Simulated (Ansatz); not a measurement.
The parent structure is SnO$_{2}$ in the rutile structure (space group P4_2/mnm, No. 136; a = 4.8276 Å, c = 3.2381 Å). Axes: x, y, z lie along a, b, c of the conventional cell.

All numbers come from PBE/PAW in Ansatz (a first-principles code), scalar-relativistic without spin-orbit coupling.

Before the change:

| Property | Value |
|---|---|
| Width of the top valence band | 1.18 eV |
| Electron mass | 0.16 mₑ along c, 0.17 mₑ across (at Γ) |

Perturbation: the cell is stretched by 1.20 % along z with no lateral relaxation; the atoms relax in the strained cell.

### Question
Predict the new width of the top valence band.

### Answer
The width of the top valence band shrinks by 0.02 eV, from 1.18 eV to 1.16 eV.

### Question
What happens to the electron mass?

### Answer
The electron mass changes from 0.16 mₑ along c, 0.17 mₑ across (at Γ) to 0.15 mₑ (at Γ).

The levels and masses belong to the bands next to the band gap. Masses are band curvatures over ±0.01 Å⁻¹ around the edge. Whether these cells are dynamically stable was not tested.
